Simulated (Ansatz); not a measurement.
```
Ga6Rh12P5
1.0
    3.89410    -0.00015     0.06794
   -0.00054     3.89358     0.09349
   -0.46507     1.31701    26.62236
Ga P Rh
6 5 12
Direct
  0.09372   0.11655   0.13232
  0.59375   0.66804   0.02832
  0.09371   0.01362   0.33963
  0.59354   0.56521   0.23598
  0.09361   0.90939   0.54729
  0.59366   0.46154   0.44327
  0.09376   0.64254   0.08077
  0.09354   0.53966   0.28780
  0.59375   0.09130   0.18422
  0.09368   0.43551   0.49477
  0.59372   0.98760   0.39137
  0.09367   0.84207   0.68173
  0.59361   0.34291   0.68020
  0.59364   0.87703   0.61222
  0.09359   0.37756   0.61104
  0.09371   0.77078   0.82342
  0.59371   0.27082   0.82387
  0.59370   0.80687   0.75193
  0.09368   0.30695   0.75178
  0.09374   0.70006   0.96447
  0.59373   0.20067   0.96320
  0.59373   0.73540   0.89412
  0.09372   0.23482   0.89499
```

The first 11 atoms are the substrate (GaP-zb), the rest the film (Rh).

Calculation: PBE (plane waves to 420 eV, PAW; Ansatz, an electronic-structure program). No spin–orbit coupling; the runs are not spin-polarised; PBE gaps are too small against experiment. Its k-point mesh 8×8×1, Fermi–Dirac width 0.05 eV.

**Question.** Describe the bonding at the interfaces and give the barriers.

**Answer.** A periodic stack without vacuum, fcc Rh (0 0 1) on zinc-blende GaP (0 0 1) (film strained to the substrate, started from cuts of the bulks and a machine-learned relaxation; slabs Ga6P5 and Rh12, which can lie off the formulas): substrate slab Ga6P5, film Rh12, surface cells [[1, 0], [1, 1]] and [[0, -1], [2, 1]], film strained by +1.7 and +1.7 %, outermost planes Ga/Ga and Rh/Rh as cut, which need not be the usual terminations and can put a slab off its formula.
interface area: 15.2 Å²
period: 26.59 Å
heights between the nearest atoms of the two slabs at the two interfaces: 1.70 and 1.70 Å
Ga–Rh contacts across the interfaces within 1.22 times the sum of covalent radii: 8, mean 2.59 Å
hole barrier (PBE): 0.45 eV
electron barrier (PBE): 1.13 eV
